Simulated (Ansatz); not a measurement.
Consider W in the bcc (W type) structure (space group Im-3m, No. 229; a = 3.184 Å; relaxed with 0.1 eV smearing).

Calculations: Ansatz (an electronic-structure program), PBE, PAW, cutoff 420 eV, without spin-orbit coupling.

Before the change:

```
Quantity   Result
--------  -------
Pressure  0.0 GPa
Band gap     zero
```

It is then changed as follows: every lattice vector is shortened by 0.50 %; the atoms relax in the strained cell.

Question: What happens to the pressure?

Answer: The pressure goes from zero to 4.7 GPa.

Question: How does this affect the band gap?

Answer: The band gap is still zero.

Question: What does the calculation give for the energy relative to the base after the change?

Answer: The energy increases by 3.5 meV/atom.

Stability against distortions was not tested. The final runs are not spin-polarised.
